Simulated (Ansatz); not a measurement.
The parent structure is BP in the zinc blende structure (space group F-43m, No. 216).

```xyz
2
Lattice="0.0000 2.2741 2.2741 2.2741 0.0000 2.2741 2.2741 2.2741 0.0000" Properties=species:S:1:pos:R:3 pbc="T T T"
P      3.4112     3.4112     3.4112
B      0.0000     0.0000     0.0000
```

Method: Ansatz (an electronic-structure program), PBE, PAW, cutoff 420 eV, no spin-orbit coupling, earlier PAW set.

For the base:

```
Item                                      Value
---------------  ------------------------------
Volume per atom                        11.76 Å³
Band gap                                1.25 eV
Gap character    indirect, Γ → Γ–X (83 % along)
```

One thing is altered: cell and atoms relaxed at a pressure of 60 GPa.

Question: What happens to the volume per atom?

Answer: The volume per atom shrinks by 2.49 Å³ to 9.27 Å³.

Question: What happens to the band gap?

Answer: The band gap decreases by 0.414 eV to 0.83 eV.

Question: What happens to the gap character?

Answer: The gap character becomes indirect, Γ → X (base: indirect, Γ → Γ–X (83 % along)).

Load acts through the strain it causes; cell and atoms are relaxed under it. Stability against distortions was not tested. Competing high-pressure phases were not computed.
